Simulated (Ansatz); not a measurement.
The structure below was relaxed with PBEsol, PAW, 420 eV (Ansatz, a quantum-chemistry and plane-wave program; without spin-orbit coupling).

```
CELL_PARAMETERS angstrom
     -2.17586     2.17586     8.09738
      2.17586    -2.17586     8.09738
      2.17586     2.17586    -8.09738
ATOMIC_POSITIONS crystal
  La 0.37261 0.87261 0.50000
  La 0.62261 0.62261 0.00000
  Sc 0.20688 0.20688 0.00000
  Sc 0.95688 0.45688 0.50000
  Si 0.79551 0.29551 0.50000
  Si 0.04551 0.04551 0.00000
```

### Question
Find the space group and the Wyckoff positions.

### Answer
Space group I4₁md (No. 109); a = 4.352 Å, b = 4.352 Å, c = 16.195 Å, α = 90.00°, β = 90.00°, γ = 90.00°

```
atom  site  symmetry       x       y       z
----  ----  --------  ------  ------  ------
La      4a      2mm.  0.0000  0.0000  0.3726
Sc      4a      2mm.  0.0000  0.0000  0.9569
Si      4a      2mm.  0.0000  0.0000  0.7955
```

Stability against distortions was not tested. All final runs are without spin polarisation. The cell was made from LaAlSi by this change: Al → Sc; the result is a hypothetical phase, not in the database extracts checked. LaScSi has a high density of states at the Fermi level and may be magnetic at this level.
